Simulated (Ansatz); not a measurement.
Take Na in the bcc (W type) structure (space group Im-3m, No. 229; a = 4.1707 Å) as the base.

Structures relaxed with Ansatz (an electronic-structure program) PBEsol, scalar-relativistic without spin-orbit coupling.

Base:

Simulated powder pattern, Mo Kα, λ = 0.71073 Å (kinematic, ideal powder, no thermal factors, no anomalous dispersion; the 8 strongest lines at most, above 2 %, up to 2θ = 40°):

```
2θ (°)  I/Imax (%)    hkl
------  ----------  -----
13.84          100  (110)
19.62           19  (200)
24.09           41  (211)
27.89           12  (220)
31.26           16  (310)
34.33          3.6  (222)
37.18           16  (321)
```

It is then changed as follows: a negative pressure, −1 GPa.

Question: Where do the lines fall after the change?

Answer: 
Simulated powder pattern, Mo Kα, λ = 0.71073 Å (kinematic, ideal powder, no thermal factors, no anomalous dispersion; the 8 strongest lines at most, above 2 %, up to 2θ = 40°):

```json
[
 {"2θ (°)": "13.06", "I/Imax (%)": "100", "hkl": "(110)"},
 {"2θ (°)": "18.51", "I/Imax (%)": "20", "hkl": "(200)"},
 {"2θ (°)": "22.72", "I/Imax (%)": "42", "hkl": "(211)"},
 {"2θ (°)": "26.29", "I/Imax (%)": "13", "hkl": "(220)"},
 {"2θ (°)": "29.46", "I/Imax (%)": "17", "hkl": "(310)"},
 {"2θ (°)": "32.35", "I/Imax (%)": "4.0", "hkl": "(222)"},
 {"2θ (°)": "35.02", "I/Imax (%)": "17", "hkl": "(321)"},
 {"2θ (°)": "39.90", "I/Imax (%)": "7.4", "hkl": "(330)"}
]
```

The indices refer to the base's conventional cell; one index is shown for lines that coincide.

Load acts through the strain it causes; cell and atoms are relaxed under it. No phonon test of stability was made.
